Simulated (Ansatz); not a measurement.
An ideal cubic perovskite cell is held by its symmetry; such compounds can tilt or shift off centre at room temperature. Cells marked so need not be the phases stable at ambient conditions, and some may be hypothetical.

 Where the default PAW files enter, the runs use the earlier of Ansatz's two default sets.

The gap is the functional's own. No spin-orbit coupling. Mid-gap values are interpolated on the energy grid.

A. PbSe (Fm-3m, rock salt, 2 atoms a cell, 28.8 Å³ an atom), along the normal of (111)
B. SiO2 (R-3, not sure to be the ambient phase, 18 atoms a cell, 17.8 Å³ an atom), along the normal of (101)
C. BaTiO$_{3}$ (Pm-3m, cubic perovskite, 5 atoms a cell, 12.9 Å³ an atom, -2 GPa at this level), along the normal of (111)

Question: Put the candidates in order of mid-gap decay constant of the slowest evanescent state, lowest first, for r2SCAN (Ansatz, a quantum-chemistry and plane-wave program).

Answer: A (0.08 1/Å), C (0.28 1/Å), B (0.59 1/Å)
